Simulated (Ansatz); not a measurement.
Ansatz (a program for electronic structure) run on Ni₃Ge (P4mm, 4 atoms in the cell): self-consistent single point.

Level of theory: PBEsol, default PAW files made with PBE (plane waves; Ansatz).

```xyz
4
Lattice="3.5409 0.0000 0.0000 0.0000 3.5409 0.0000 0.0000 0.0000 3.5409" Properties=species:S:1:pos:R:3 pbc="T T T"
Ni     1.7705     0.0000     1.7705
Ni     0.0500     1.7705     1.7705
Ni     1.7705     1.7705     0.0000
Ge     0.0000     0.0000     0.0000
```

Reference input (self-consistent single point, DFT, PBEsol, plane waves, default PAW files made with PBE): basis.ecutwfc = 30.9 Ry; kpoints.mp_grid.grid = 9 9 9; hamiltonian.xc = pbesol; hamiltonian.pseudopotentials = {kind: paw} (the program's default PAW files); scf.occupations.method = gaussian; scf.occupations.width = 0.0073 Ry. This run's input differs from it in these lines:

Ansatz 0.2 input:
```diff
@@ -13,3 +13,3 @@
 kpoints:
-  mp_grid: { grid: [9, 9, 9] }
+  mp_grid: { grid: [15, 15, 15] }
 hamiltonian:
@@ -18,3 +18,3 @@
 scf:
-  occupations: { method: gaussian, width: 0.0073 Ry }
+  occupations: { method: cold, width: 0.0073 Ry }
 output:
```

The program printed (abridged):

```
SCF iter   1: F=—  HF=-21669.786548 eV  |F-HF|=—  |Δ(HF+E_count)|=         —  Δρ=2.00e-2  dr2=9.20e-2  ethr=1.77e-3  ⟨swp⟩=5.5  Hψ=37811  notcnv=0  defer=110
all-band conjugate gradients solve this SCF's bands
preconditioner: auto → Kerker (q_TF=auto, 2.929 Å⁻¹)
SCF iter   2: F=—  HF=-21669.769747 eV  |F-HF|=—  |Δ(HF+E_count)|=   1.68e-2  S|Δr|=    0.00e0  Δρ=4.77e-3  dr2=5.69e-3  ethr=1.35e-4  ⟨swp⟩=2.4  Hψ=22352  notcnv=0  defer=535
   [... lines left out ...]
SCF iter   5: F=—  HF=-21669.768337 eV  |F-HF|=—  |Δ(HF+E_count)|=   1.51e-5  S|Δr|=    0.00e0  Δρ=2.68e-4  dr2=4.39e-5  ethr=1.05e-7  ⟨swp⟩=2.2  Hψ=15332  notcnv=0  defer=536
SCF iter   6: F=—  HF=-21669.768324 eV  |F-HF|=—  |Δ(HF+E_count)|=   1.34e-5  S|Δr|=    0.00e0  Δρ=5.57e-5  dr2=2.04e-6  ethr=6.46e-8  ⟨swp⟩=2.0  Hψ=15031  notcnv=0  defer=536
SCF iter   7: F=-21669.768324 eV  HF=-21669.768324 eV  |F-HF|=9.25e-8  |Δ(HF+E_count)|=   2.59e-7  S|Δr|=    0.00e0  Δρ=1.32e-5  dr2=8.08e-8  ethr=1.47e-10  ⟨swp⟩=7.9  Hψ=58764  notcnv=0
SCF 1 converged in 7 iterations: F = -21669.768324 eV  dr2 = 8.08e-8
Stability not checked (fill_not_monotonic)
Free energy (F): -21669.768324 eV
Internal energy: -21669.773446 eV  (E = F + TS)
E sigma→0 (E₀):  -21669.770031 eV
Entropy (-TS):   0.005122 eV (1.281 meV/atom)
Fermi energy:    18.335042 eV
--- Forces (eV/Å), atoms counted from 1 ---
  atom   1  Ni     0.27108240     0.00000000     0.00000000
  atom   2  Ni    -0.50393233    -0.00000000     0.00000000
  atom   3  Ni     0.27108240     0.00000000     0.00000000
  atom   4  Ge    -0.03821237    -0.00000000     0.00000000
--- Stress (GPa, compression-positive) ---
       -2.730570       0.000000       0.000000
        0.000000      -2.774862       0.000000
        0.000000       0.000000      -2.774862
  P = ⅓ Tr σ = -2.7601 GPa (-27.601 kbar)
  The stress holds the Pulay correction. Without it, at fixed plane waves, as pw.x and ABINIT print it: P = -2.8188 GPa
```

The run converged in 7 iterations. Against the reference run the free energy rises by 1.7 meV/atom, the pressure moves little (-2.71 to -2.76 GPa) and the largest force moves little (0.501 to 0.504 eV/Å).

The starting cell comes from a database of computed structures (which also holds hypothetical and non-ambient phases and stackings), without a prior relaxation at this level. Its lattice was rescaled by up to half a per cent. One atom was moved a little off its site on purpose. Spin polarisation is off. Ansatz's pressure includes its estimate of the finite-basis (Pulay) stress.
